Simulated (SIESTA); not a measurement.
Band structure of TePb (Fm-3m, 2 atoms in the cell).

```
CELL_PARAMETERS angstrom
      0.00000     3.33206     3.33206
      3.33206     0.00000     3.33206
      3.33206     3.33206     0.00000
ATOMIC_POSITIONS crystal
  Te 0.00000 0.00000 0.00000
  Pb 0.50000 0.50000 0.50000
```

Computed with GGA PBE, numerical atomic orbitals DZP, PseudoDojo PBE standard norm-conserving potentials (rewritten from UPF to PSML) run with SIESTA.

Settings: XC.functional = GGA; XC.authors = PBE; potentials = PseudoDojo PBE standard; PAO.BasisSize = DZP; PAO.EnergyShift = 0.005 Ry; MeshCutoff = 400 Ry; kgrid.MonkhorstPack = 9 9 9; OccupationFunction = FD; ElectronicTemperature = 10 K; MaxSCFIterations = 150; SCF.Mixer.Method = Pulay; SCF.Mixer.Weight = 0.2; SCF.Mixer.History = 6; SCF.DM.Tolerance = 1.0E-05.

The starting cell comes from a database of computed structures (which also holds hypothetical and non-ambient phases and stackings), without a prior relaxation at this level. Its lattice was rescaled by a random factor within 2.5 % of one. Spin-orbit coupling is off. Values carry the incompleteness of an atom-centred basis.

Problem. Predict the gap along the standard path and the places of the band edges.

Solution. The gap along the path is 0.98 eV, direct at L to within 0.01 eV.

Levels in eV from the top of the valence band on the path, bands 12 to 16:
```json
[
 {"point": "Γ", "12": "-5.90", "13": "-0.97", "14": "-0.97", "15": "-0.97", "16": "4.03"},
 {"point": "X", "12": "-7.24", "13": "-3.82", "14": "-2.28", "15": "-2.28", "16": "3.81"},
 {"point": "W", "12": "-7.77", "13": "-3.17", "14": "-3.17", "15": "-0.21", "16": "1.82"},
 {"point": "K", "12": "-7.74", "13": "-3.47", "14": "-1.84", "15": "-1.72", "16": "3.58"},
 {"point": "L", "12": "-8.23", "13": "-0.59", "14": "-0.59", "15": "0.00", "16": "0.98"},
 {"point": "U", "12": "-7.74", "13": "-3.47", "14": "-1.84", "15": "-1.72", "16": "3.58"}
]
```

Higher empty bands are left out: an atom-centred basis made for the valence describes them poorly.
